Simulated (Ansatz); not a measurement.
```
CELL_PARAMETERS angstrom
      0.00000     2.04130     2.04130
      2.04130     0.00000     2.04130
      2.04130     2.04130     0.00000
ATOMIC_POSITIONS crystal
  Au 0.00000 0.00000 0.00000
```

Level of theory: PBEsol, rigid bands (plane waves, PAW, scalar-relativistic; Ansatz, a first-principles code). Geometry: cell and atoms relaxed with PBEsol.

Q: Predict the product ρ₀λ of resistivity and mean free path that follows from the Fermi surface's area.

A: 8.4 ×10⁻¹⁶ Ω·m².

Q: And the Drude plasma energy and the root-mean-square Fermi velocity at 300 K?

A: 8.9 eV; 1.3e6 m/s.

A metal at this level (no band gap); rigid bands, thermally averaged at 300 K, both spins. Spin-orbit coupling is left out, which matters with elements this heavy. τ is one relaxation time for all states; the product of resistivity and mean free path takes one path for all states instead.
